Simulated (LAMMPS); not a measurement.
LAMMPS 22 Jul 2025, classical MD, Tersoff (SiC.tersoff): SiC, 2744 atoms.

| Property | Value |
|---|---|
| task | MD, nve |
| potential | Tersoff, SiC.tersoff |
| copies of the repeat unit | 7×7×7 |
| shape (slab and sphere leave vacuum in the box) | bulk |
| neighbor skin | 2 Å |
| neigh_modify | every 1 delay 0 check yes |
| newton | on (default) |
| atom_modify sort (bins of 2 Å where set) | 1000 (default) |
| comm_style | brick (default) |
| box | 30.5 × 30.5 × 30.5 Å |
| start | generated zinc blende lattice, warmed in an untimed run |

All runs start from one configuration, warmed at this fixed volume for 1000 steps under a thermostat at 1200 K. The run at the shortest step has a mean temperature of 1220 K and a mean pressure of 10.3 GPa.

Each run covers about 2.0 ps at constant energy (mean temperature 1220 K at the shortest step); σ is the standard deviation over the printed steps. One run each, on a shared machine, so no times are given.

Steps tried: 0.5 fs, 1 fs, 2 fs, 2.5 fs, 4 fs, 5 fs, 8 fs, 10 fs, 16 fs, 20 fs, 32 fs.

Problem. Choose the longest time step that keeps σ(total energy)/σ(kinetic energy) under 2 %.

Solution. 0.5 fs. The run fails or blows up at 4 fs, 5 fs, 8 fs, 10 fs, 16 fs, 20 fs, 32 fs.

```json
[
 {"time step": "0.5 fs", "σ(E total)/σ(E kinetic)": "0.013", "last minus first total energy (meV/atom)": "+0.0090", "mean temperature (K)": "1220"},
 {"time step": "1 fs", "σ(E total)/σ(E kinetic)": "0.13", "last minus first total energy (meV/atom)": "+0.80", "mean temperature (K)": "1220"},
 {"time step": "2 fs", "σ(E total)/σ(E kinetic)": "1.7", "last minus first total energy (meV/atom)": "+26", "mean temperature (K)": "1260"},
 {"time step": "2.5 fs", "σ(E total)/σ(E kinetic)": "1.8", "last minus first total energy (meV/atom)": "+88", "mean temperature (K)": "1370"},
 {"time step": "4 fs", "σ(E total)/σ(E kinetic)": "stops: Lost atoms", "last minus first total energy (meV/atom)": "—", "mean temperature (K)": "—"},
 {"time step": "5 fs", "σ(E total)/σ(E kinetic)": "stops: Lost atoms", "last minus first total energy (meV/atom)": "—", "mean temperature (K)": "—"},
 {"time step": "8 fs", "σ(E total)/σ(E kinetic)": "stops: Lost atoms", "last minus first total energy (meV/atom)": "—", "mean temperature (K)": "—"},
 {"time step": "10 fs", "σ(E total)/σ(E kinetic)": "stops: Lost atoms", "last minus first total energy (meV/atom)": "—", "mean temperature (K)": "—"},
 {"time step": "16 fs", "σ(E total)/σ(E kinetic)": "stops: Lost atoms", "last minus first total energy (meV/atom)": "—", "mean temperature (K)": "—"},
 {"time step": "20 fs", "σ(E total)/σ(E kinetic)": "stops: Lost atoms", "last minus first total energy (meV/atom)": "—", "mean temperature (K)": "—"},
 {"time step": "32 fs", "σ(E total)/σ(E kinetic)": "stops: Lost atoms", "last minus first total energy (meV/atom)": "—", "mean temperature (K)": "—"}
]
```

The bar is a choice.
